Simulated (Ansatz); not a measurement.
Spacing of the highest filled and lowest empty level at the zone centre in eight small model glasses of hand-chosen composition and density, fast-quenched (anions pushed apart in CHGNet runs), each at its PBE geometry, by PBE and by r2SCAN (Ansatz, an electronic-structure program, plane waves, PAW). The cells are the first eight to finish that balance their formal charges, show no moments and no lower geometry on charging where those were tested, and have a gap at both levels; defect levels can set the spacings.

```tsv
cell	quench by	pressure (GPa)	levels at the gap	PBE (eV)	experiment, tabulated (eV)
Si30N41Sc	CHGNet	1.2	localised at the filled edge	2.55	-
Si30N40C	CHGNet	3.2	localised at both edges	1.48	-
Al20O24F12	CHGNet	0.0	localised at the filled edge	3.87	-
Ba12Zr12O36	CHGNet	0.1	localised at the filled edge	3.58	-
In24O37Zn	CHGNet	0.1	localised at the filled edge	0.25	-
Hf12La4O30	CHGNet	0.0	spread	4.10	-
Al28O45Y2	CHGNet	1.5	localised at the filled edge	3.70	-
Ti20O43Al2	CHGNet	3.3	localised at the filled edge	2.58	-
```

**Question.** What does r2SCAN give, and how does it move these values against PBE?

**Answer.** Si30N41Sc 2.95, Si30N40C 1.80, Al20O24F12 4.56, Ba12Zr12O36 4.03, In24O37Zn 0.65, Hf12La4O30 4.56, Al28O45Y2 4.31, Ti20O43Al2 2.91 eV. It raises them by +0.31 to +0.69 eV, +0.46 eV on average. A straight line through the eight gives r2SCAN = 1.06 × PBE +0.29 eV, with a scatter of 0.10 eV.
